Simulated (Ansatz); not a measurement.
PtCl₂ (Pnnm, No. 58, 6 atoms in the cell; start mp-567484; a measured phase of this formula has another space group) was calculated with PBEsol+SOC in Ansatz (plane waves, PAW).

Settings: plane-wave cutoff 520 eV, 10×4×10 k mesh (along the axes of the cell as run), Fermi–Dirac smearing 0.01 eV, PAW data made under PBE.

Cell (relaxed with PBE-D3(BJ)):

PtCl2 is modelled in the orthorhombic space group Pnnm (No. 58), Pearson symbol oP6. Lattice parameters: a = 3.623 Å, b = 11.068 Å, c = 3.456 Å, α = 90.00°, β = 90.00°, γ = 90.00°. Pt on 2b is surrounded by 4 Cl at 2.318 Å (square planar). Cl on 4g is coordinated by 2 Pt at 2.318 Å (bent). (Neighbours: up to the widest gap in distance over summed covalent radii, below 1.35, at either atom; cation-cation and far metal-metal contacts left out.)

Q: Give the computed band gap, smallest direct gap on the k points sampled and direct gap at Γ.

A: 
- band gap = 0.62 eV (indirect)
- smallest direct gap on the k points sampled = 1.07 eV
- direct gap at Γ = 1.30 eV

Note: cell and atoms aren't relaxed at this level (pressure -1.6 GPa).

Static lattice: no zero-point or thermal effects.

The result took very roughly 13 core-minutes.

A start named mp-… is a Materials Project structure, which need not be a measured phase.

Ansatz is a program for electronic structure.
